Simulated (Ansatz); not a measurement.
**A constructed model of the (111) surface of fcc Pt, a layer of Sn in place of the second plane (bottom of the slab: a bare face, its two planes held)**

Method: PBE (plane waves to 420 eV, PAW; Ansatz, a quantum-chemistry and plane-wave program).

Slab: 6 atoms, 11.5 Å thick at the start; k 15x15x1, smearing 0.1 eV, dipole-corrected; 2 atoms held, the rest relaxed; held to the start's symmetry, so lower structures may exist; no spin, no spin-orbit, no U. It is one candidate, not shown to be the stable structure of the face.

```yaml
work_function_of_the_top_face: 5.70 eV
energy_released_by_relaxation: 0.13 eV
cost: very roughly 3 core-minutes
```
